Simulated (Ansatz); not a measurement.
Ansatz (a first-principles code) run on Tl (P6_3/mmc, 2 atoms in the cell): self-consistent single point.

Method of the run: LDA (PW92), PAW files made with PBE (plane waves; Ansatz).

```yaml
crystal:
  lattice:
    - [3.56519, 0.00000, 0.00000]
    - [-1.78259, 3.08754, 0.00000]
    - [0.00000, 0.00000, 5.75610]
  atoms:
    - { symbol: Tl, position: [0.33333, 0.66667, 0.25000] }
    - { symbol: Tl, position: [0.66667, 0.33333, 0.75000] }
```

Reference input (self-consistent single point, DFT, PBE, plane waves, PAW files): basis.ecutwfc = 420 eV; kpoints.mp_grid.grid = 9 9 5; hamiltonian.xc = pbe; hamiltonian.pseudopotentials = {kind: paw} (the program's default PAW files); scf.occupations.method = fermi_dirac; scf.occupations.width = 0.05 eV. This run's input differs from it in these lines:

Ansatz 0.2 input:
```diff
@@ -14,3 +14,3 @@
 hamiltonian:
-  xc: pbe
+  xc: lda
   pseudopotentials:
```

Log, with long lists cut:

```
SCF iter   1: F=—  HF=-22296.328788 eV  |F-HF|=—  |Δ(HF+E_count)|=         —  Δρ=1.39e-2  dr2=1.81e-1  ethr=3.10e-3  ⟨swp⟩=6.1  Hψ=2935  notcnv=0
all-band conjugate gradients solve this SCF's bands
preconditioner: auto → Kerker (q_TF=auto, 2.352 Å⁻¹)
SCF iter   2: F=—  HF=-22296.264525 eV  |F-HF|=—  |Δ(HF+E_count)|=   6.43e-2  Δρ=6.71e-3  dr2=4.63e-2  ethr=6.95e-4  ⟨swp⟩=3.0  Hψ=1408  notcnv=0  defer=4
   [... lines left out ...]
SCF iter   4: F=—  HF=-22296.246444 eV  |F-HF|=—  |Δ(HF+E_count)|=   7.82e-4  Δρ=2.64e-4  dr2=4.26e-5  ethr=1.06e-5  ⟨swp⟩=1.8  Hψ=1021  notcnv=0  defer=4
SCF iter   5: F=—  HF=-22296.246458 eV  |F-HF|=—  |Δ(HF+E_count)|=   1.47e-5  Δρ=5.71e-5  dr2=1.90e-6  ethr=1.64e-7  ⟨swp⟩=2.8  Hψ=1105  notcnv=0  defer=4
SCF iter   6: F=—  HF=-22296.246459 eV  |F-HF|=—  |Δ(HF+E_count)|=   4.17e-7  Δρ=1.28e-5  dr2=1.09e-7  ethr=7.30e-9  ⟨swp⟩=2.0  Hψ=1077  notcnv=0  defer=4
SCF iter   7: F=-22296.246459 eV  HF=-22296.246459 eV  |F-HF|=4.73e-10  |Δ(HF+E_count)|=   6.68e-8  Δρ=2.60e-6  dr2=4.92e-9  ethr=3.85e-10  ⟨swp⟩=4.2  Hψ=1859  notcnv=0
SCF 1 converged in 7 iterations: F = -22296.246459 eV  dr2 = 4.92e-9
Free energy (F): -22296.246459 eV
Internal energy: -22296.231395 eV  (E = F + TS)
E sigma→0 (E₀):  -22296.238927 eV
Entropy (-TS):   -0.015064 eV (-7.532 meV/atom)
Fermi energy:    8.760015 eV
--- Forces (eV/Å), atoms counted from 1 ---
  atom   1  Tl     0.00000000     0.00000000     0.00000000
  atom   2  Tl    -0.00000000    -0.00000000    -0.00000000
--- Stress (GPa, compression-positive) ---
       -4.253699       0.000000       0.000000
        0.000000      -4.253699       0.000000
        0.000000       0.000000      -3.995674
  P = ⅓ Tr σ = -4.1677 GPa (-41.677 kbar)
  The stress holds the Pulay correction. Without it, at fixed plane waves, as pw.x and ABINIT print it: P = -4.1767 GPa
```

The run converged in 7 iterations. Against the reference run the pressure goes from -0.11 to -4.17 GPa.

The starting cell comes from a database of computed structures (which also holds hypothetical and non-ambient phases and stackings), without a prior relaxation at this level. Its lattice was rescaled by a random factor within 2.5 % of one. With a pressure of about -4 GPa the cell is away from its equilibrium volume at this level. Ansatz's pressure includes its estimate of the finite-basis (Pulay) stress.
